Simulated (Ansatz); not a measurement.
Take Mo in the bcc (W type) structure (space group Im-3m, No. 229; relaxed with 0.1 eV smearing) as the base.

```yaml
crystal:
  lattice:
    - [-1.57562, 1.57562, 1.57562]
    - [1.57562, -1.57562, 1.57562]
    - [1.57562, 1.57562, -1.57562]
  atoms:
    - { symbol: Mo, position: [0.00000, 0.00000, 0.00000] }
```

Cartesian axes are those of the cell as printed.

Level of theory: Ansatz (a first-principles code) r2SCAN, no spin-orbit coupling, earlier PAW set.

For the base:

```
Property                         Value
-----------------------------  -------
Shortest interatomic distance  2.729 Å
```

Now apply this change: uniaxial strain ε_xx = −4.09 %, all other strain components held at zero, atoms relaxed at fixed cell.

Problem. What happens to the stress, energy relative to the base and shortest interatomic distance?

Solution. The stress (xx, yy, zz, yz, xz, xy; compression positive) comes out as (22.8, 7.6, 7.6, 0.0, 0.0, 0.0) GPa; the energy rises by 44 meV/atom; the shortest interatomic distance shrinks by 0.037 Å (2.729 Å → 2.692 Å).

No phonon test of stability was made. All final runs are without spin polarisation.
